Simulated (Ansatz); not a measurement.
**How far PBE and r2SCAN part for Hf**

Consider Hf in the hcp (Mg type) structure (space group P6_3/mmc, No. 194; a = 3.204 Å, c = 5.069 Å).

(Cell as relaxed with PBE.)

Levels (all Ansatz, a quantum-chemistry and plane-wave program, PAW): PBE (420 eV, no spin-orbit coupling); r2SCAN (500 eV, no spin-orbit coupling).

Each level relaxes its own structure.

```json
[
 {"quantity": "volume per atom", "PBE": "22.54 Å³", "r2SCAN": "22.35 Å³"},
 {"quantity": "lattice parameter a", "PBE": "3.204 Å", "r2SCAN": "3.198 Å"},
 {"quantity": "lattice parameter c", "PBE": "5.069 Å", "r2SCAN": "5.047 Å"},
 {"quantity": "band gap", "PBE": "zero", "r2SCAN": "zero"}
]
```

PBE's volume per atom lies 0.185 Å³ above r2SCAN's (0.8 %); PBE's lattice parameter a lies 0.006 Å above r2SCAN's (0.2 %); PBE's lattice parameter c lies 0.022 Å above r2SCAN's (0.4 %); the two agree on the band gap. Neither level is exact; r2SCAN is the comparison here, not a measurement.

No phonon test of stability was made. All final runs are without spin polarisation.
